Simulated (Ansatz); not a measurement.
We consider SiO2 (I-42d, No. 122, 6 atoms in the cell; start mp-546794; a measured phase of this formula has another space group), described by HSE06 (plane waves, PAW; Ansatz, a program for electronic structure).

Run with plane-wave cutoff 460 eV, 6×6×6 k mesh, Fermi–Dirac smearing 0.01 eV, scalar-relativistic PAW data made under PBE.

Cell (relaxed with PBEsol):

Space group I-42d (No. 122); a = b = 4.9832 Å, c = 7.3381 Å, α = β = γ = 90.00°

```
atom  site  symmetry       x       y       z
----  ----  --------  ------  ------  ------
Si      4a      -4..  0.0000  0.0000  0.0000
O       8d       .2.  0.0963  0.2500  0.1250
```
(The calculation used a cell of 6 atoms; values per cell refer to that cell.)

Question: Give the computed band gap.

Answer: 
* **band gap**: 7.63 eV (on the SCF k mesh) (direct)

Note: cell and atoms aren't relaxed at this level (largest force component 0.20 eV/Å, pressure -2.3 GPa).

A start named mp-… is a Materials Project structure, which need not be a measured phase.
